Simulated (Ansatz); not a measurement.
Base system: LiNbO$_{3}$ (space group R3c, No. 161).

```yaml
crystal:
  lattice:
    - [2.53373, 1.46285, 4.56243]
    - [-2.53373, 1.46285, 4.56243]
    - [0.00000, -2.92570, 4.56243]
  atoms:
    - { symbol: Li, position: [0.28114, 0.28114, 0.28114] }
    - { symbol: Li, position: [0.78114, 0.78114, 0.78114] }
    - { symbol: Nb, position: [0.99752, 0.99752, 0.99752] }
    - { symbol: Nb, position: [0.49752, 0.49752, 0.49752] }
    - { symbol: O, position: [0.10552, 0.36572, 0.71719] }
    - { symbol: O, position: [0.71719, 0.10552, 0.36572] }
    - { symbol: O, position: [0.36572, 0.71719, 0.10552] }
    - { symbol: O, position: [0.21719, 0.86572, 0.60552] }
    - { symbol: O, position: [0.86572, 0.60552, 0.21719] }
    - { symbol: O, position: [0.60552, 0.21719, 0.86572] }
```

Cartesian axes are those of the cell as printed.

Calculations: DFT with LDA, PAW potentials and a 420 eV plane-wave cutoff in Ansatz (a quantum-chemistry and plane-wave program), scalar-relativistic without spin-orbit coupling.

Before the change:

| Property | Value |
|---|---|
| Pressure | 0.00 GPa |
| Shortest interatomic distance | 1.880 Å |

The change: a pure shear with ε_xz = ε_zx = 0.0160; the atoms relax in the strained cell.

Question: How does this affect the pressure, shortest interatomic distance and energy relative to the base?

Answer: The pressure (mean of the normal stresses, compression positive) goes from zero to 0.15 GPa; the shortest interatomic distance decreases by 0.016 Å, from 1.880 Å to 1.864 Å; the energy rises by 2.4 meV/atom.

Stability against distortions was not tested.
